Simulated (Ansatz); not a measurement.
Consider a 16-atom supercell of PtGe (space group Pnma, No. 62) at its relaxed geometry.

```xyz
16
Lattice="5.8187 -3.7571 0.0000 5.8187 3.7571 0.0000 0.0000 -3.7571 6.1752" Properties=species:S:1:pos:R:3 pbc="T T T"
Pt     5.8058     0.9393     1.1881
Pt     5.8058    -2.8178     1.1881
Pt     8.7152    -2.8178     1.8995
Pt     2.8965    -2.8178     1.8995
Pt     5.8316    -0.9393     4.9871
Pt     5.8316    -4.6964     4.9871
Pt     8.7409    -0.9393     4.2756
Pt     2.9222    -0.9393     4.2756
Ge     6.9029    -2.8178     3.6338
Ge     1.0842    -2.8178     3.6338
Ge     9.8123    -2.8178     5.6290
Ge     3.9936    -2.8178     5.6290
Ge    10.5532    -0.9393     2.5414
Ge     4.7345    -0.9393     2.5414
Ge     7.6438    -0.9393     0.5462
Ge     1.8251    -0.9393     0.5462
```

Method: Ansatz (a program for electronic structure) PBE, spin-orbit coupling left out.

One neutral defect a cell, atoms relaxed at fixed cell.

One change was made to it. Results:

```json
[
 {"quantity": "pressure", "base": "0.1 GPa", "after": "-4.4 GPa"},
 {"quantity": "largest displacement of a host atom from its site in the perfect cell", "base": "–", "after": "0.08 Å"}
]
```

Question: What was done to the base?
A. Pt on a Ge site (antisite), symmetric start
B. As on a Pt site
C. Ge vacancy

Answer: C, Ge vacancy. For comparison, the pressure in the other runs: Pt on a Ge site (antisite), symmetric start gives 0.1 GPa; As on a Pt site gives 4.6 GPa.

In so small a cell the defect repeats every few ångströms: this is an ordered compound, not a dilute defect. Defects with a symmetric start kept the site's symmetry and may sit on a saddle; the others started slightly shaken. All final runs are without spin polarisation.
